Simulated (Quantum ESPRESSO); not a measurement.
The steps of a band-structure calculation for Ti3Sn (P6_3/mmc, 8 atoms in the cell) with Quantum ESPRESSO.

Computed with PBEsol, PseudoDojo standard norm-conserving (PBESOL) pseudopotentials (plane waves; Quantum ESPRESSO).

Step 1 (scf):

```fortran
&control
 calculation = 'scf'
 prefix = 'ti3sn'
 outdir = './tmp/'
 pseudo_dir = './'
 tprnfor = .true.
 tstress = .true.
/
&system
 ibrav = 0
 nat = 8
 ntyp = 2
 ecutwfc = 85
 occupations = 'smearing'
 smearing = 'gaussian'
 degauss = 0.0147
/
&electrons
 conv_thr = 1e-10
 mixing_beta = 0.7
/
ATOMIC_SPECIES
Ti    47.8670  Ti.upf
Sn   118.7100  Sn.upf
ATOMIC_POSITIONS angstrom
Ti    0.00000000    1.68200341    3.56716500
Ti    2.95608998    3.43809463    1.18905500
Ti    4.45552228    0.84100170    1.18905500
Ti   -1.49943230    4.27909633    3.56716500
Ti    1.49943230    4.27909633    3.56716500
Ti    1.45665768    0.84100170    1.18905500
Sn    2.95608998    1.70669935    3.56716500
Sn    0.00000000    3.41339869    1.18905500
K_POINTS automatic
3 3 3  0 0 0
CELL_PARAMETERS angstrom
   5.91217996     0.00000000     0.00000000
  -2.95608998     5.12009804     0.00000000
   0.00000000     0.00000000     4.75622000
```

Step 2 (bands):

```fortran
&control
 calculation = 'bands'
 prefix = 'ti3sn'
 outdir = './tmp/'
 pseudo_dir = './'
 verbosity = 'high'
/
&system
 ibrav = 0
 nat = 8
 ntyp = 2
 ecutwfc = 85
 occupations = 'smearing'
 smearing = 'gaussian'
 degauss = 0.0147
 nbnd = 60
/
&electrons
 conv_thr = 1e-10
 startingwfc = 'random'
 diago_thr_init = 1.0d-6
/
ATOMIC_SPECIES
Ti    47.8670  Ti.upf
Sn   118.7100  Sn.upf
ATOMIC_POSITIONS angstrom
Ti    0.00000000    1.68200341    3.56716500
Ti    2.95608998    3.43809463    1.18905500
Ti    4.45552228    0.84100170    1.18905500
Ti   -1.49943230    4.27909633    3.56716500
Ti    1.49943230    4.27909633    3.56716500
Ti    1.45665768    0.84100170    1.18905500
Sn    2.95608998    1.70669935    3.56716500
Sn    0.00000000    3.41339869    1.18905500
K_POINTS crystal_b
12
  0.00000000   0.00000000   0.00000000   6  ! G
  0.50000000   0.00000000   0.00000000   4  ! M
  0.33333333   0.33333333   0.00000000   7  ! K
  0.00000000   0.00000000   0.00000000   7  ! G
  0.00000000   0.00000000   0.50000000   6  ! A
  0.50000000   0.00000000   0.50000000   4  ! L
  0.33333333   0.33333333   0.50000000   7  ! H
  0.00000000   0.00000000   0.50000000   1  ! A
  0.50000000   0.00000000   0.50000000   7  ! L
  0.50000000   0.00000000   0.00000000   1  ! M
  0.33333333   0.33333333   0.00000000   7  ! K
  0.33333333   0.33333333   0.50000000   1  ! H
CELL_PARAMETERS angstrom
   5.91217996     0.00000000     0.00000000
  -2.95608998     5.12009804     0.00000000
   0.00000000     0.00000000     4.75622000
```

Step 3 (bands.x):

```fortran
&bands
 prefix = 'ti3sn'
 outdir = './tmp/'
 filband = 'bands.dat'
 lsym = .false.
/
```

Output of bands (abridged):

```
     Atomic positions and unit cell read from directory:
     ./tmp/ti3sn.save/

     Message from routine setup:
     using ibrav=0 with symmetry is DISCOURAGED, use correct ibrav instead
     G-vector sticks info
     --------------------
     sticks:   dense  smooth     PW     G-vecs:    dense   smooth      PW
     Sum        2917    2917    817               102965   102965   15087

     bravais-lattice index     =            0
   [... lines left out ...]
     unit-cell volume          =     971.5932 (a.u.)^3
   [... lines left out ...]

     End of band structure calculation

          k = 0.0000 0.0000 0.0000 ( 12879 PWs)   bands (ev):

   -42.5454 -42.4722 -42.4722 -42.4630 -42.4322 -42.4322 -19.1273 -19.0914
   -19.0205 -19.0205 -18.9816 -18.9698 -18.9698 -18.9594 -18.9594 -18.8741
   -18.7446 -18.7446 -18.7228 -18.6775 -18.6409 -18.6409 -18.6317 -18.6317
    -6.9346  -6.9346  -6.9273  -6.9273  -6.9255  -6.9211  -6.9211  -6.9170
    -6.8992  -6.8992   4.5229   6.6362  10.9202  10.9202  10.9965  11.3746
    11.3746  11.5997  12.1245  12.7636  12.7636  12.8168  13.1027  13.1027
    13.1165  13.5493  14.4512  14.4985  14.4985  14.5366  14.5366  15.7258
    15.7258  15.9423  15.9521  15.9522

          k = 0.0833 0.0481 0.0000 ( 12831 PWs)   bands (ev):

   -42.5445 -42.4732 -42.4722 -42.4625 -42.4326 -42.4322 -19.1260 -19.0859
   -19.0199 -19.0180 -18.9773 -18.9684 -18.9657 -18.9608 -18.9595 -18.8760
   -18.7460 -18.7444 -18.7255 -18.6760 -18.6488 -18.6433 -18.6365 -18.6315
    -6.9343  -6.9341  -6.9271  -6.9265  -6.9250  -6.9210  -6.9207  -6.9168
    -6.8995  -6.8992   4.5603   6.6247  10.6837  10.7358  11.0116  11.3372
    11.5554  11.7867  12.2110  12.6309  12.7584  12.7747  13.0965  13.1128
    13.3006  13.5412  14.4490  14.4974  14.5288  14.5297  14.5460  15.6183
    15.7460  15.9160  15.9565  16.0118

   [... 56 blocks of this kind left out ...]
```

Output of bands.x (abridged):

```
     Reading xml data from directory:

     ./tmp/ti3sn.save/

     G-vector sticks info
     --------------------
     sticks:   dense  smooth     PW     G-vecs:    dense   smooth      PW
     Sum        2917    2917    817               102965   102965   15087

     Reading collected, re-writing distributed wavefunctions
     high-symmetry point:  0.0000 0.0000 0.0000   x coordinate   0.0000
     high-symmetry point:  0.5000 0.2887 0.0000   x coordinate   0.5774
     high-symmetry point:  0.3333 0.5774 0.0000   x coordinate   0.9107
     high-symmetry point:  0.0000 0.0000 0.0000   x coordinate   1.5774
     high-symmetry point:  0.0000 0.0000 0.6215   x coordinate   2.1989
     high-symmetry point:  0.5000 0.2887 0.6215   x coordinate   2.7762
     high-symmetry point:  0.3333 0.5774 0.6215   x coordinate   3.1096
     high-symmetry point:  0.0000 0.0000 0.6215   x coordinate   3.7762
     high-symmetry point:  0.5000 0.2887 0.6215   x coordinate   3.7762
     high-symmetry point:  0.5000 0.2887 0.0000   x coordinate   4.3977
     high-symmetry point:  0.3333 0.5774 0.0000   x coordinate   4.7311
     high-symmetry point:  0.3333 0.5774 0.6215   x coordinate   5.3526

     Plottable bands (eV) written to file bands.dat.gnu
     Bands written to file bands.dat

   JOB DONE.
```

The starting cell comes from a database of computed structures (which also holds hypothetical and non-ambient phases and stackings), without a prior relaxation at this level. Spin polarisation is off.
